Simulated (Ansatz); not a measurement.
## Lattice parameter c of TiSeS (P3m1, No. 156, 3 atoms in the cell; start mp-1216698) at several levels of theory

No measured value is used here.

```json
[
 {"level (code)": "LDA (Ansatz)", "value (Å)": "5.683"},
 {"level (code)": "PBEsol (Ansatz)", "value (Å)": "5.879"},
 {"level (code)": "r²SCAN (Ansatz)", "value (Å)": "6.170"},
 {"level (code)": "r²SCAN+rVV10 (Ansatz)", "value (Å)": "5.935"}
]
```

LDA, PBEsol, r²SCAN, r²SCAN+rVV10: the relaxation could not lower the start's symmetry, so the cell can be a saddle point above a distorted one. Cutoffs differ between the levels. Ansatz's density-functional and Hartree–Fock values are scalar-relativistic unless marked +SOC, with PAW data made under PBE.

A start named mp-… is a Materials Project structure, which need not be a measured phase.

Ansatz is a program for electronic structure.
